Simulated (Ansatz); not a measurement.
Consider ZrB2 (space group P6/mmm, No. 191; a = 3.155 Å, c = 3.506 Å; relaxed with 0.1 eV smearing). Axes: x lies along a and z along c of the hexagonal cell.

The values are results of Ansatz (a first-principles code) PBEsol, spin-orbit coupling left out, not measurements.

For the base:

```
Quantity                           Result
-----------------------------  ----------
Band gap                             zero
Shortest interatomic distance  3.442 bohr
```

Perturbation: the cell is compressed by 2.00 % along z with no lateral relaxation, atoms relaxed at fixed cell.

How does this affect the stress, energy relative to the base, band gap and shortest interatomic distance?

The stress (xx, yy, zz, yz, xz, xy; compression positive) is (2.8, 2.8, 9.6, 0.0, 0.0, 0.0) GPa; the energy goes up by 5.9 meV/atom; the band gap remains zero; the shortest interatomic distance stays 3.442 bohr.

The cells carry an imposed strain or load. Whether these cells are dynamically stable was not tested. The final runs are not spin-polarised.
